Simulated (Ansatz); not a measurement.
**GeSb2Te4 (R3m, No. 160, 7 atoms in the cell; start mp-1224350): properties by level of theory**

| level (code) | lattice parameter a (Å) | lattice parameter c (Å) | cohesive energy (eV/atom) | band gap (eV) |
|---|---|---|---|---|
| LDA (Ansatz) | 4.208 | 39.948 | ___ | ___ |
| PBE (Ansatz) | ___ | ___ | ___ | 0.33 |
| PBEsol (Ansatz) | ___ | ___ | ___ | 0.21 |
| PBE-D3(BJ) (Ansatz) | ___ | ___ | 3.22 | ___ |

**Question.** Some entries are withheld; supply them.

**Answer.** 
- LDA (Ansatz, a program for electronic structure), cohesive energy (eV/atom): 3.67
- LDA (Ansatz), band gap (eV): 0.17
- PBE (Ansatz), lattice parameter a (Å): 4.298
- PBE (Ansatz), lattice parameter c (Å): 42.383
- PBE (Ansatz), cohesive energy (eV/atom): 2.79
- PBEsol (Ansatz), lattice parameter a (Å): 4.234
- PBEsol (Ansatz), lattice parameter c (Å): 40.420
- PBEsol (Ansatz), cohesive energy (eV/atom): 3.20
- PBE-D3(BJ) (Ansatz), lattice parameter a (Å): 4.256
- PBE-D3(BJ) (Ansatz), lattice parameter c (Å): 40.896
- PBE-D3(BJ) (Ansatz), band gap (eV): 0.25

Computed values are for a static lattice. Spin–orbit coupling is included only where a level's name says +SOC; with heavier elements it mostly lowers gaps and can invert bands.  PBE-D3(BJ): a distance lies near a switch of the dispersion term, which can move the cell. Each level is taken at its own relaxed cell. Ansatz's density-functional and Hartree–Fock values are scalar-relativistic unless marked +SOC, with PAW data made under PBE.

Caveats: a distance lies near a switch of the dispersion term, which can move the cell (PBE-D3(BJ)); the relaxation could not lower the start's symmetry, so the cell can be a saddle point above a distorted one (LDA, PBE, PBEsol, PBE-D3(BJ)). Ansatz's density-functional and Hartree–Fock values are scalar-relativistic unless marked +SOC, with PAW data made under PBE.

Free atoms are spin-polarised, in the lowest state found; at levels without +SOC their spin–orbit coupling is left out.

A start named mp-… is a Materials Project structure, which need not be a measured phase.
